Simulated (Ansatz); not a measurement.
For SiGe (model structure, started from the NiAs type, P6₃/mmc, No. 194, 4 atoms in the cell), PBE (plane waves, PAW; Ansatz, a quantum-chemistry and plane-wave program) gives:

| Property | Value |
|---|---|
| equilibrium lattice constant a | 3.598 Å |
| lattice parameter c | 6.505 Å |
| formation enthalpy | 0.396 eV/atom |

Question: What does PBE-D3(BJ) in Ansatz (plane waves, PAW) give for the same quantities?

Answer: 
- lattice constant a: 3.535 Å (drops by 1.8 %)
- lattice parameter c: 6.463 Å (drops by 0.6 %)
- formation enthalpy: 0.333 eV/atom (decreases by 0.063 eV/atom)

Changes are worked out from the printed values.

Unless a cell is named, each level is at its own relaxed cell (PBE 18.24, PBE-D3(BJ) 17.48 Å³/atom).

Ansatz's density-functional and Hartree–Fock values are scalar-relativistic unless marked +SOC, with PAW data made under PBE.

A model structure was made by putting elements into a prototype or built by hand; it is no filed structure, need not be a known phase, and can be a saddle point held by its symmetry.
